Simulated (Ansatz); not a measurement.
InP, response to strain

Take InP in the zinc blende structure (space group F-43m, No. 216) as the base.

```
InP
1.0
    0.00000     2.91346     2.91346
    2.91346     0.00000     2.91346
    2.91346     2.91346     0.00000
In P
1 1
Direct
  0.00000   0.00000   0.00000
  0.25000   0.25000   0.25000
```

Cartesian axes are those of the cell as printed.

Strains are applied to the cell and any free atomic positions relax; under biaxial strain the out-of-plane vector relaxes too.

Computed with LDA in Ansatz (plane waves to 420 eV, PAW, scalar-relativistic without spin-orbit coupling).

```json
[
 {"biaxial strain, plane normal [001], relaxed out of plane (%)": "-3", "out-of-plane strain (%)": "3.29"},
 {"biaxial strain, plane normal [001], relaxed out of plane (%)": "-2.5", "out-of-plane strain (%)": "?"},
 {"biaxial strain, plane normal [001], relaxed out of plane (%)": "-2", "out-of-plane strain (%)": "2.22"},
 {"biaxial strain, plane normal [001], relaxed out of plane (%)": "-1.5", "out-of-plane strain (%)": "1.67"},
 {"biaxial strain, plane normal [001], relaxed out of plane (%)": "-1", "out-of-plane strain (%)": "1.11"},
 {"biaxial strain, plane normal [001], relaxed out of plane (%)": "-0.5", "out-of-plane strain (%)": "0.56"},
 {"biaxial strain, plane normal [001], relaxed out of plane (%)": "0", "out-of-plane strain (%)": "0.00"}
]
```

Fit ε⊥ = −νε + γε² (strains in %) to the rows shown and predict the withheld row.

Least squares on the printed values gives ν = 1.13 (the biaxial Poisson response) and γ = -0.010 (largest residual 0.01 %); this predicts 2.76 %, and the run gives 2.75 %, in agreement.

Whether these cells are dynamically stable was not tested.

Ansatz is a quantum-chemistry and plane-wave program.
